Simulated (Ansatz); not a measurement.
Functionals compared on a constructed model of the (0001) surface of hcp Ti, a pseudomorphic layer of Ga in the host's stacking (bottom of the slab: a bare face, its two planes held), in Ansatz (plane waves, PAW). The structure was relaxed with PBE; the other rows are single points on it. Cutoff 420 eV (500 eV for r2SCAN).

Slab: 7 atoms, 14.0 Å thick at the start; k 15x15x1, smearing 0.1 eV, dipole-corrected; 2 atoms held, the rest relaxed; symmetry of the start imposed; no spin, no spin-orbit, no U. It is one candidate, not shown to be the stable structure of the face. These notes are the PBE run's.

| functional | work function of the top face (eV) | rough cost of the single point |
|---|---|---|
| PBE | 4.60 | – |
| RPBE | ? | around 30 core-seconds (rough) |
| r2SCAN | 4.71 | roughly 70 core-seconds |

Problem. Some entries are withheld; supply them.

Solution. 
- RPBE, work function of the top face (eV): 4.48

Ansatz is a first-principles code.
